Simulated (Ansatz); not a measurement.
The starting structures come from a database of crystals and need not be the phases stable at ambient conditions.

Inside the gap of an insulator the Bloch states are evanescent, with a wavenumber k + iκ along the transport direction.

Given:

```
CELL_PARAMETERS angstrom
      7.56088     0.03128     0.05552
      2.42956     7.15996     0.05552
      2.42956     1.74883     3.10411
ATOMIC_POSITIONS crystal
  V  0.50000 0.00000 0.88172
  V  0.00000 0.50000 0.11828
  P  0.50000 0.50000 0.50000
  P  0.00000 0.00000 0.50000
  O  0.00000 0.50000 0.75288
  O  0.50000 0.00000 0.24712
  O  0.29852 0.49996 0.91320
  O  0.00004 0.79852 0.91313
  O  0.70148 0.50004 0.51017
  O  0.99996 0.20148 0.51024
  O  0.20148 0.00004 0.08680
  O  0.49996 0.70148 0.08687
  O  0.79852 0.99996 0.48983
  O  0.50004 0.29852 0.48976
```

Space group of this cell: P4/nmm. The cell was relaxed by PBE-D3(BJ); by r2SCAN its mean pressure is -3.9 GPa.

Transport runs along the normal of the first two printed cell vectors, the (111) plane of the conventional cell.

The gap is the functional's own. No spin-orbit coupling. Mid-gap values are interpolated on the energy grid.

### Question
State the band gap and the smallest decay constant κ at mid-gap according to r2SCAN in Ansatz (a program for electronic structure).

### Answer
Gap 1.72 eV on a 10×10×10 mesh; κ = 0.407 1/Å, at (0.500, 0.500) of the in-plane reciprocal vectors. At the zone centre, at the nearest computed energy, the slowest state has κ = 0.54 1/Å.
